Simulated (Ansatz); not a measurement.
N interstitial started as a split pair with N in wurtzite GaN (the name describes the start): one set of geometries, relaxed with PBE, evaluated in Ansatz (PAW, plane waves to 420 eV, 500 eV under r2SCAN) with PBE, r2SCAN.

Cell and caveats: 96-site cell; 2×2×2 shifted k-points; start: split with N; charged states image-corrected; energies good to tenths of an eV; flagged in the runs: a host whose relaxation on this sampling wasn't shown to rest, a strain field that reaches the edge of the cell.

| quantity | PBE | r2SCAN |
|---|---|---|
| host gap (eV) | 1.71 | [?] |
| ε(+1/0) above the VBM (eV) | 1.23 | [?] |
| largest moment on one atom at charge +1 (μB) | 0.33 | [?] |
| neutral formation energy against N2 molecule in a box (eV) | 4.51 | [?] |
| largest moment on one atom at charge 0 (μB) | 0.19 | [?] |

Given the lower rungs, what does r2SCAN give?


- host gap (eV), r2SCAN: 2.12
- ε(+1/0) above the VBM (eV), r2SCAN: 1.49
- largest moment on one atom at charge +1 (μB), r2SCAN: 0.36
- neutral formation energy against N2 molecule in a box (eV), r2SCAN: 4.23
- largest moment on one atom at charge 0 (μB), r2SCAN: 0.21

Ansatz is a program for electronic structure.
